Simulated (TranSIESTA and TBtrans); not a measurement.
Run with TranSIESTA and TBtrans (open boundaries, self-consistent; PseudoDojo norm-conserving potentials, scalar-relativistic): PAO.BasisSize DZP, PAO.EnergyShift 0.15 eV, XC.Authors PBE, Mesh.Cutoff 200 Ry, ElectronicTemperature 300 K, TS.Voltage 0.0 eV, TBT.Elecs.Eta 0.001 eV, no spin polarisation.

System: Sn chain with one H atom inserted. Leads: straight Sn chain, spacing 2.75 Å. Geometry: 3 atoms about the centre moved by SIESTA (PBE, DZP) to a largest force of 0.01 eV/Å, all others as built, motion along the axis alone.

**Question.** Give the largest eigenchannel transmissions at the Fermi level (four at most) and the total.

**Answer.** 0.99, 0.49, 0.49; total 1.97. The straight chain is held at its spacing; free chains may zigzag or dimerise. No spin-polarised start was tried, so a magnetic state, if there is one, is missed.
